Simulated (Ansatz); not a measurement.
Ansatz (a program for electronic structure) run on Cd₂SeS (P3m1, 4 atoms in the cell): relaxation of cell and atoms.

Level of theory: PBEsol, PAW files made with PBE (plane waves; Ansatz).

```xyz
4
Lattice="4.2972 0.0000 0.0000 -2.1486 3.7215 0.0000 0.0000 0.0000 7.0072" Properties=species:S:1:pos:R:3 pbc="T T T"
Cd     0.0000     0.0000     3.4351
Cd     0.0000     2.4810     0.0675
Se     0.0000     2.4810     4.3847
S      0.0000     0.0000     0.8575
```

Reference input (self-consistent single point, DFT, PBEsol, plane waves, PAW files made with PBE): kpoints.mp_grid.grid = 6 6 3; hamiltonian.xc = pbesol; hamiltonian.pseudopotentials = {kind: paw} (an earlier, softer set of the program's PAW files); scf.occupations.method = fermi_dirac; scf.occupations.width = 0.01 eV. This run's input differs from it in these lines:

```diff
@@ -17,2 +17,4 @@
   occupations: { method: fermi_dirac, width: 0.01 }
+relax:
+  cell: {}
 output:
```

Output (repeated stretches shortened):

```
   [... SCF lines of the steps left out ...]
relax step   1: F+E_penalty+E_count = -22679.67613231 eV  Δ(F+E_penalty+E_count) = +0.000e0 eV  max|allowed force component| = 3.138e-2 eV/Å  Δτ_max = 0.0000 Å  P = -2.927 GPa  Ω = 112.059 Å³  (10 SCF iters, dr2 threshold 1.00e-7 eV, accepted)
relax step   2: F+E_penalty+E_count = -22679.73355173 eV  Δ(F+E_penalty+E_count) = -5.742e-2 eV  max|allowed force component| = 1.178e-1 eV/Å  Δτ_max = 0.0072 Å  P = +1.001 GPa  Ω = 103.768 Å³  energy of the carried Pulay correction = +9.682e-4 eV  [...]
   [... lines left out ...]
relax step   4: F+E_penalty+E_count = -22679.74036039 eV  Δ(F+E_penalty+E_count) = -1.027e-4 eV  max|allowed force component| = 7.226e-3 eV/Å  Δτ_max = 0.0020 Å  P = -0.005 GPa  Ω = 105.522 Å³  energy of the carried Pulay correction = +7.571e-4 eV  [...]
relax step   5: F+E_penalty+E_count = -22679.73956444 eV  Δ(F+E_penalty+E_count) = +7.960e-4 eV  max|allowed force component| = 7.219e-3 eV/Å  Δτ_max = 0.0000 Å  P = -0.004 GPa  Ω = 105.522 Å³  stress off target by 8.57e-3 GPa  SCF on the basis [...]
basis re-selected at this cell: Δ(F+E_penalty+E_count) = +7.960e-4 eV, ΔP = +0.001 GPa vs the last step
the relaxation is at rest under the 6 symmetry operations that the run kept from its start: a minimum is not shown …
Free energy (F): -22679.739564 eV
Internal energy: -22679.739564 eV  (E = F + TS)
E sigma→0 (E₀):  -22679.739564 eV
Fermi energy:    7.485811 eV
--- Forces (eV/Å), atoms counted from 1 ---
  atom   1  Cd     0.00000000     0.00000000     0.00219189
  atom   2  Cd    -0.00000000    -0.00000000     0.00214648
   [... lines left out ...]
  cell:  # Å, volume = 105.5224 Å³
   [... lines left out ...]
  atoms:
    - { symbol: Cd, position: [1.814592509502296e-17, -2.7857804417149725e-17, 0.48876289924474636] }
    - { symbol: Cd, position: [0.33333333333333337, 0.6666666666666666, 0.010752547352518531] }
    - { symbol: Se, position: [0.33333333333333337, 0.6666666666666666, 0.6269365965226966] }
    - { symbol: S, position: [1.830080480081025e-17, -2.781355307263908e-17, 0.12154795688003864] }
```

The run converged. 

Summary of the result:
- Free energy E − TS (on the zero of these files) = -22679.7396 eV
- Top of the valence band (on the code's own zero) = 7.15 eV
- Gap on the k-point mesh = 0.67 eV
- Pressure = 0.00 GPa
- Largest force (vector length) = 0.007 eV/Å
- Final cell = a = b = 4.2105 Å, c = 6.8730 Å, α = β = 90.00°, γ = 120.00°
- Final volume per atom = 26.38 Å³
- Relaxation steps = 5

The starting cell comes from a database of computed structures (which also holds hypothetical and non-ambient phases and stackings), without a prior relaxation at this level. Its lattice was rescaled by a random factor within 2.5 % of one. The relaxation keeps the symmetry of its start, so its end need not be a minimum. Ansatz's pressure includes its estimate of the finite-basis (Pulay) stress.

Cost on one core of a shared machine: roughly 50 s.

Keys are those of Ansatz 0.2.
